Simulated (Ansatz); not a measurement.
Ansatz (a program for electronic structure) run on a (111) slab of AlNi (cut from a parent of space group no. 65; 10 atoms in the cell): self-consistent single point.

Level of theory: PBEsol, default PAW files made with PBE (plane waves; Ansatz).

```yaml
crystal:
  lattice:
    - [2.74374, 0.00000, 0.00000]
    - [2.72330, 4.13239, 0.00000]
    - [0.00000, 0.00000, 22.20671]
  atoms:
    - { symbol: Al, position: [0.50243, 0.51631, 0.31522] }
    - { symbol: Al, position: [0.94741, 0.07550, 0.40761] }
    - { symbol: Al, position: [0.39240, 0.63468, 0.50000] }
    - { symbol: Al, position: [0.83738, 0.19386, 0.59239] }
    - { symbol: Al, position: [0.28236, 0.75304, 0.68478] }
    - { symbol: Ni, position: [0.50243, 0.01631, 0.31522] }
    - { symbol: Ni, position: [0.94741, 0.57549, 0.40761] }
    - { symbol: Ni, position: [0.39240, 0.13468, 0.50000] }
    - { symbol: Ni, position: [0.83738, 0.69386, 0.59239] }
    - { symbol: Ni, position: [0.28236, 0.25304, 0.68478] }
```

Reference input (self-consistent single point, DFT, PBEsol, plane waves, default PAW files made with PBE): basis.ecutwfc = 30.9 Ry; kpoints.mp_grid.grid = 9 5 1; hamiltonian.xc = pbesol; hamiltonian.pseudopotentials = {kind: paw} (the program's default PAW files); scf.occupations.method = gaussian; scf.occupations.width = 0.0073 Ry. This run's input differs from it in these lines:

Ansatz 0.2 input:
```diff
@@ -19,3 +19,3 @@
 kpoints:
-  mp_grid: { grid: [9, 5, 1] }
+  mp_grid: { grid: [37, 21, 1] }
 hamiltonian:
```

Log, with long lists cut:

```
SCF iter   1: F=—  HF=-31651.553405 eV  |F-HF|=—  |Δ(HF+E_count)|=         —  Δρ=1.43e-2  dr2=4.03e-1  ethr=1.77e-3  ⟨swp⟩=9.9  Hψ=120244  notcnv=0  defer=186
all-band conjugate gradients solve this SCF's bands
preconditioner: auto → LDOS
SCF iter   2: F=—  HF=-31651.622465 eV  |F-HF|=—  |Δ(HF+E_count)|=   6.91e-2  Δρ=2.35e-2  dr2=8.08e-1  ethr=3.84e-4  ⟨swp⟩=3.3  Hψ=52935  notcnv=0  defer=1269
   [... lines left out ...]
SCF iter   7: F=—  HF=-31651.515910 eV  |F-HF|=—  |Δ(HF+E_count)|=   1.45e-4  Δρ=3.85e-5  dr2=3.95e-6  ethr=3.79e-8  ⟨swp⟩=2.8  Hψ=49871  notcnv=0  defer=1266
SCF iter   8: F=—  HF=-31651.515911 eV  |F-HF|=—  |Δ(HF+E_count)|=   1.52e-7  Δρ=3.41e-5  dr2=2.06e-6  ethr=3.76e-9  ⟨swp⟩=1.4  Hψ=26512  notcnv=0  defer=1266
SCF iter   9: F=—  HF=-31651.515910 eV  |F-HF|=—  |Δ(HF+E_count)|=   1.33e-7  Δρ=1.42e-5  dr2=3.31e-7  ethr=1.96e-9  ⟨swp⟩=1.4  Hψ=25176  notcnv=0  defer=1266
SCF iter  10: F=-31651.515911 eV  HF=-31651.515911 eV  |F-HF|=8.79e-9  |Δ(HF+E_count)|=   4.29e-8  Δρ=4.41e-6  dr2=3.16e-8  ethr=9.52e-11  ⟨swp⟩=15.8  Hψ=127468  notcnv=0
SCF 1 converged in 10 iterations: F = -31651.515911 eV  dr2 = 3.16e-8
the last check of whether an eigenvalue changes by more than its tolerance under the output density was not made (no_room)
Free energy (F): -31651.515911 eV
Internal energy: -31651.489588 eV  (E = F + TS)
E sigma→0 (E₀):  -31651.502749 eV
Entropy (-TS):   -0.026323 eV (-2.632 meV/atom)
Fermi energy:    3.981133 eV
--- Forces (eV/Å), atoms counted from 1 ---
  atom   1  Al     0.01939652     0.21279212    -0.63287841
  atom   2  Al     0.00368780    -0.03949250    -0.37764057
  atom   3  Al     0.00000000     0.00000000     0.00000000
  atom   4  Al    -0.00368780     0.03949250     0.37764057
  atom   5  Al    -0.01939652    -0.21279212     0.63287841
  atom   6  Ni     0.01803131     0.10935420     0.65122391
   [... lines left out ...]
  atom  10  Ni    -0.01803131    -0.10935420    -0.65122391
--- Stress (GPa, compression-positive) ---
       -1.361821       0.260903      -0.208557
        0.260903      -2.302072      -1.397228
       -0.208557      -1.397228       0.056433
  P = ⅓ Tr σ = -1.2025 GPa (-12.025 kbar)
  The stress holds the Pulay correction. Without it, at fixed plane waves, as pw.x and ABINIT print it: P = -1.2288 GPa
```

The run converged in 10 iterations. Against the reference run the free energy goes up by 1.7 meV/atom and the largest force goes from 0.653 to 0.668 eV/Å.

The starting cell comes from a database of computed structures (which also holds hypothetical and non-ambient phases and stackings), without a prior relaxation at this level. The slab is cut from that crystal, and its faces are unrelaxed. Its lattice was rescaled by up to half a per cent. Spin polarisation is off.

Cost on one core of a shared machine: roughly 8 min.
